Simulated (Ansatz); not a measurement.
# A computed series for CuI: response to strain

The parent structure is CuI in the wurtzite structure (space group P6_3mc, No. 186).

```xyz
4
Lattice="4.1870 0.0000 0.0000 -2.0935 3.6260 0.0000 0.0000 0.0000 6.8978" Properties=species:S:1:pos:R:3 pbc="T T T"
Cu     2.0935     1.2087     6.0268
Cu     0.0000     2.4174     2.5779
I      2.0935     1.2087     3.4577
I      0.0000     2.4174     0.0088
```

Cartesian axes are those of the cell as printed.

Strains are applied to the cell and any free atomic positions relax; under biaxial strain the out-of-plane vector relaxes too.

Levels (all Ansatz, a first-principles code, PAW): PBEsol (420 eV, no spin-orbit coupling); r2SCAN (500 eV, spin-orbit coupling left out); HSE06 (420 eV, without spin-orbit coupling).

Band gaps by level, all at the geometries relaxed with PBEsol:

```tsv
case	PBEsol	r2SCAN	HSE06
base	1.22 eV	1.85 eV	2.81 eV
biaxial strain −0.51 %, plane normal [001], relaxed out of plane	1.22 eV	1.86 eV	2.80 eV
isotropic strain −5.51 %	1.79 eV	2.48 eV	…
uniaxial strain ε_xx = +5.81 %	1.04 eV	1.66 eV	2.66 eV
uniaxial strain ε_yy = +2.49 %	1.14 eV	…	2.74 eV
uniaxial strain ε_yy = +3.86 %	1.09 eV	1.72 eV	2.70 eV
tensor shear ε_yz = −1.19 %	1.22 eV	1.85 eV	2.80 eV
```

Question: What belongs in the blanks?

Answer: 
- isotropic strain −5.51 %, HSE06: 3.27 eV
- uniaxial strain ε_yy = +2.49 %, r2SCAN: 1.77 eV

Single points use the geometry relaxed with PBEsol. Spin-orbit coupling, missing from the scalar runs, can matter with I. Stability against distortions was not tested. The final runs are not spin-polarised. This is not the structure that CuI has at room temperature and ambient pressure.
